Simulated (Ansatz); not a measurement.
A relaxation of the atoms of CaGe2Ru2 (I4mm, 5 atoms in the cell) with Ansatz (an electronic-structure program).

Computed with LDA (PW92), default PAW files made with PBE (plane waves; Ansatz).

The change in words: one atom moved by 0.15 angstrom; relax: default → atoms; relax.f_tol: default → 0.05 eV/Å. Reference geometry:
```yaml
crystal:
  lattice:
    - [-2.13697, 2.13697, 4.99934]
    - [2.13697, -2.13697, 4.99934]
    - [2.13697, 2.13697, -4.99934]
  atoms:
    - { symbol: Ca, position: [0.00000, 0.00000, 0.00000] }
    - { symbol: Ge, position: [0.36627, 0.36627, 0.00000] }
    - { symbol: Ge, position: [0.63373, 0.63373, 0.00000] }
    - { symbol: Ru, position: [0.75000, 0.25000, 0.50000] }
    - { symbol: Ru, position: [0.25000, 0.75000, 0.50000] }
```

Reference input (self-consistent single point, DFT, LDA (PW92), plane waves, default PAW files made with PBE): basis.ecutwfc = 30.9 Ry; kpoints.mp_grid.grid = 8 8 8; hamiltonian.xc = lda; hamiltonian.pseudopotentials = {kind: paw} (the program's default PAW files); scf.occupations.method = gaussian; scf.occupations.width = 0.0073 Ry. This run's input differs from it in these lines:

```diff
@@ -6,3 +6,3 @@
   atoms:
-    - { symbol: Ca, position: [0.000000, 0.000000, 0.000000] }
+    - { symbol: Ca, position: [0.015002, 0.015002, 0.000000] }
     - { symbol: Ge, position: [0.366270, 0.366270, 0.000000] }
@@ -24,2 +24,4 @@
     width: 0.0073 Ry
+relax:
+  f_tol: 0.05
 output:
```

Log, with long lists cut:

```
   [... SCF lines of the steps left out ...]
relax step   1: F+E_penalty+E_count = -21723.14423048 eV  Δ(F+E_penalty+E_count) = +0.000e0 eV  max|allowed force component| = 3.518e-1 eV/Å  Δτ_max = 0.0000 Å  (6 SCF iters, dr2 threshold 6.25e-5 eV, accepted)
relax step   2: F+E_penalty+E_count = -21723.17342626 eV  Δ(F+E_penalty+E_count) = -2.920e-2 eV  max|allowed force component| = 1.170e-1 eV/Å  Δτ_max = 0.0793 Å  (6 SCF iters, dr2 threshold 7.73e-6 eV, accepted)
relax step   3: F+E_penalty+E_count = -21723.17705839 eV  Δ(F+E_penalty+E_count) = -3.632e-3 eV  max|allowed force component| = 1.434e-2 eV/Å  Δτ_max = 0.0394 Å  (7 SCF iters, accepted)
the relaxation is at rest under the 8 symmetry operations that the run kept from its start: a minimum is not shown …
Free energy (F): -21723.177058 eV
Internal energy: -21723.166337 eV  (E = F + TS)
E sigma→0 (E₀):  -21723.171698 eV
Entropy (-TS):   -0.010721 eV (-2.144 meV/atom)
Fermi energy:    13.172479 eV
--- Forces (eV/Å), atoms counted from 1 ---
  atom   1  Ca     0.00000000     0.00000000    -0.00374336
  atom   2  Ge    -0.00000000    -0.00000000     0.01277750
  atom   3  Ge     0.00000000     0.00000000    -0.01437727
  atom   4  Ru     0.00000000    -0.00000000     0.00257414
  atom   5  Ru    -0.00000000    -0.00000000     0.00257414
--- Stress (GPa, compression-positive) ---
   [... lines left out ...]
    - { symbol: Ca, position: [0.0031259765313148874, 0.0031259765313148874, 3.96547618905853e-34] }
    - { symbol: Ge, position: [0.36650798716785093, 0.36650798716785093, -6.849458872010188e-34] }
    - { symbol: Ge, position: [0.639448006158332, 0.639448006158332, 3.96547618905853e-34] }
    - { symbol: Ru, position: [0.752960015071251, 0.25296001507125115, 0.5] }
    - { symbol: Ru, position: [0.25296001507125115, 0.752960015071251, 0.5] }
```

The run converged. 

Summary of the result:
* **Free energy E − TS (on the zero of these files)**: -21723.1771 eV
* **Fermi level (on the code's own zero)**: 13.17 eV
* **Pressure**: -5.95 GPa
* **Largest force (vector length)**: 0.014 eV/Å
* **Relaxation steps**: 3

The starting cell comes from a database of computed structures (which also holds hypothetical and non-ambient phases and stackings), without a prior relaxation at this level. Its lattice was rescaled by up to half a per cent. For this run, on top of that: one atom moved by 0.15 angstrom. Spin polarisation is off. The relaxation keeps the symmetry of its start, so its end need not be a minimum. Ansatz's pressure includes its estimate of the finite-basis (Pulay) stress.

Cost on one core of a shared machine: roughly 50 s.

Keys are those of Ansatz 0.2.
